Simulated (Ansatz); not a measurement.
L1₂ (Cu3Au-type) Pt3Ti

Method: PBE (Ansatz, a quantum-chemistry and plane-wave program, plane waves, PAW).

Settings: plane-wave cutoff 520 eV, 12×12×12 k mesh, Fermi–Dirac smearing 0.1 eV, perturbation theory, force constants from a 4×4×4 q mesh, no spin polarisation, scalar-relativistic PAW data made under PBE.

Cell: relaxed at this level.

```
Property                   Value
-----------------  -------------
zero-point energy  0.025 eV/atom
```

Spin–orbit coupling is not included.
